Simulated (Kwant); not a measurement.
Model: Hückel tight-binding model, one pz orbital an atom, one spin, coherent transport at 0 K (Kwant). Conductance is in e²/h.

Device: π system c1ccc2c(c1)-c1ccccc-21 between two chain leads. The π system is taken as planar. Atoms are numbered from 0 in the order of the SMILES. Site energies (eV, carbon 0): [0.0, 0.0, 0.0, 0.0, 0.0, 0.0, 0.0, 0.0, 0.0, 0.0, 0.0, 0.0]. Bonds (i, j, β in eV): (0,1,-2.4) (1,2,-2.4) (2,3,-2.4) (3,4,-2.4) (4,5,-2.4) (4,6,-2.4) (6,7,-2.4) (7,8,-2.4) (8,9,-2.4) (9,10,-2.4) (10,11,-2.4) (5,0,-2.4) (11,6,-2.4) (11,3,-2.4). Leads: chains of hopping −3.6 eV, joined by −0.48 eV to atoms 0 and 2.

Site energies and bond integrals are typed Hückel values.

Sweep values stay those of the base run.

One input was changed, with this effect: transmission at E = 0 < 1e-12 → 0.0013.

Which change was it?
A. contacts moved from atoms [0, 2] to [0, 1]
B. contacts moved from atoms [0, 2] to [2, 5]
C. contacts moved from atoms [0, 2] to [0, 10]
D. contacts moved from atoms [0, 2] to [2, 7]
E. contacts moved from atoms [0, 2] to [0, 9]
F. contacts moved from atoms [0, 2] to [0, 5]

A, contacts moved from atoms [0, 2] to [0, 1]
